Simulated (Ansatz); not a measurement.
The reference is Ag in the fcc (Cu type) structure (space group Fm-3m, No. 225; a = 4.105 Å).

Level of theory: r2SCAN (Ansatz, a quantum-chemistry and plane-wave program; PAW; 500 eV plane waves; no spin-orbit coupling).

For the base:

| Quantity | Value |
|---|---|
| Lattice parameter a | 4.105 Å |

It is then changed as follows: Au takes the place of Ag on all its sites, then cell and atoms are relaxed.

Tabulated Pauling electronegativity and covalent radius: Ag 1.93, 1.45 Å; Au 2.54, 1.36 Å.

### Question
How does this affect the lattice parameter a?

### Answer
The lattice parameter a increases by 0.019 Å (4.105 Å → 4.124 Å).

Stability against distortions was not tested.
